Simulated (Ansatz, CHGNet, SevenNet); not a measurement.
**GeS (model structure, started from the 6H type, P6₃mc, No. 186, 12 atoms in the cell): properties by level of theory**

```csv
level (code),lattice parameter a (Å),lattice parameter c (Å)
CHGNet 0.3.0,4.276,21.144
SevenNet-l3i5,4.319,19.603
LDA (Ansatz),4.500,15.091
```

Caveats: the cell has another shape than the first-principles one, perhaps another minimum in the same group (CHGNet 0.3.0, SevenNet-l3i5). Ansatz's density-functional and Hartree–Fock values are scalar-relativistic unless marked +SOC, with PAW data made under PBE.

The computed numbers hold no vibrational or temperature effects.

A model structure was made by putting elements into a prototype or built by hand; it is no filed structure, need not be a known phase, and can be a saddle point held by its symmetry.

Ansatz is an electronic-structure program.
